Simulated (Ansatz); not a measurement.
Take WSi$_{2}$ (space group I4/mmm, No. 139; relaxed with 0.1 eV smearing) as the base.

```
CELL_PARAMETERS angstrom
     -1.60135     1.60135     3.90924
      1.60135    -1.60135     3.90924
      1.60135     1.60135    -3.90924
ATOMIC_POSITIONS crystal
  W  0.00000 0.00000 0.00000
  Si 0.33447 0.33447 0.00000
  Si 0.66553 0.66553 0.00000
```

Cartesian axes are those of the cell as printed.

Method: DFT with PBEsol, PAW potentials and a 420 eV plane-wave cutoff in Ansatz (an electronic-structure program), no spin-orbit coupling, earlier PAW set.

For the base:

```
Property                         Value
-----------------------------  -------
Shortest interatomic distance  2.588 Å
```

The change: the cell is stretched by 4.45 % along z with no lateral relaxation, atoms relaxed at fixed cell.

### Question
What happens to the stress, shortest interatomic distance and largest internal atomic displacement?

### Answer
The stress (xx, yy, zz, yz, xz, xy; compression positive) is (-4.0, -4.0, -19.8, 0.0, 0.0, 0.0) GPa; the shortest interatomic distance rises by 0.044 Å (2.588 Å → 2.632 Å); the largest internal atomic displacement is 0.010 Å.

The cells carry an imposed strain or load. No phonon test of stability was made. The final runs are not spin-polarised.
